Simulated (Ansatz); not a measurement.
## TiPt3: response to strain

Take TiPt₃ in the Cu3Au type structure (space group Pm-3m, No. 221; a = 3.8996 Å; relaxed with 0.1 eV smearing) as the base.

Strains are applied to the cell and any free atomic positions relax.

All numbers come from Kohn–Sham DFT with the PBEsol functional, run in Ansatz (a first-principles code) with PAW and 420 eV plane waves, without spin-orbit coupling.

Notes on the quantities. energy relative to the base: free energy F.

| case | energy relative to the base | shortest interatomic distance | pressure |
|---|---|---|---|
| base | 0 meV/atom | 2.757 Å | 0.0 GPa |
| isotropic strain −3.00 % | +112 meV/atom | 2.675 Å | 30.5 GPa |
| isotropic strain −2.40 % | +70 meV/atom | 2.691 Å | 23.2 GPa |
| isotropic strain −1.80 % | +39 meV/atom | 2.708 Å | 16.6 GPa |
| isotropic strain −1.20 % | +17 meV/atom | 2.724 Å | 10.5 GPa |
| isotropic strain −0.60 % | +4.1 meV/atom | 2.741 Å | 5.0 GPa |

No phonon test of stability was made. All final runs are without spin polarisation.
